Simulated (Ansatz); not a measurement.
## Amorphous Al₃₀O₄₂

It comes from a melt-quench run on a machine-learned potential (CHGNet), relaxed afterwards by DFT. O atoms were pushed apart under 1.9 Å during the dynamics, to hinder bonds among them. The hot cell started wider than the set density and was brought back towards it in steps. It is the lowest in DFT energy of 2 quenches. It is a model cell: composition and starting density were chosen by hand, and all elements were melted together. No dispersion term was used.

Methods: PBE, scalar-relativistic without spin-orbit coupling (Ansatz, an electronic-structure program); r2SCAN, scalar-relativistic without spin-orbit coupling (Ansatz); HSE06, scalar-relativistic without spin-orbit coupling (Ansatz). Geometry, pressure, stress and energy are those of the PBE run. Its sampling: a 2×2×2 Γ-centred mesh; Fermi-Dirac width 0.02 eV; no spin polarisation. Other functionals are single points at the zone centre (r2SCAN at 500 eV; exact exchange cut at the cell's faces), free to take moments where seeds were set. The usual formal charges leave 6 electrons over, so the level spacing at the Fermi energy parts defect or band states and needn't be the band gap. At PBE the levels at the filled edge of the gap are localised (band-tail or defect states), and the nearest spread-out levels lie 1.8 eV apart at the zone centre.

```json
{
 "number_of_atoms_in_the_cell": "72",
 "Density (volume relaxed, without dispersion)": "3.17 g/cm³",
 "volume_per_atom": "10.77 Å³",
 "Pressure on a 2×2×2 Γ-centred mesh": "-0.09 GPa",
 "Largest force and stress component on that mesh (the relaxation ran on the zone centre alone)": "0.14 eV/Å and 3.9 GPa",
 "Energy relative to corundum + fcc Al (lowest mix at this level among the phases computed, not always the ambient ones)": "0.230 eV/atom",
 "Level spacing at the Fermi energy on a 2×2×2 Γ-centred mesh (PBE)": "0.87 eV",
 "Level spacing at the Fermi energy at the zone centre (PBE)": "0.94 eV",
 "Level spacing at the Fermi energy at the zone centre (r2SCAN)": "1.18 eV",
 "Level spacing at the Fermi energy at the zone centre (HSE06)": "1.72 eV"
}
```

Cut-offs for bonds: Al-Al 2.66 Å, Al-O 2.28 Å, O-O 1.58 Å. Two cations that share two anions don't count as bonded, nor two that share one unless they lie closer than Al-Al 2.59 Å.

```yaml
Mean coordination of Al by anions: 4.50 (1 with 2, 2 with 3, 13 with 4, 9 with 5, 5 with 6); 2 close contacts or bonds to cations besides
Mean coordination of O: 3.21 (1 with 2, 31 with 3, 10 with 4)
Mean Al-O bond: 1.883 Å (spread 0.110 Å, 135 counted)
Mean Al-Al close contact: 2.594 Å (spread 0.000 Å, 1 counted)
```

Its density started from a set value of 3.15 g/cm³. The simulated quench (nominally 410 K/ps over its main leg) is rapid and tends to freeze in more defects than a deposited or slowly cooled glass has. One small periodic cell is one sample of the glass; other quenches scatter about these values. The volume was free in the relaxation, at fixed shape. Stress components on the final sampling reach 3.9 GPa. On a 2×2×2 Γ-centred mesh force components of up to 0.14 eV/Å stay, since the relaxation ran on the zone centre alone.
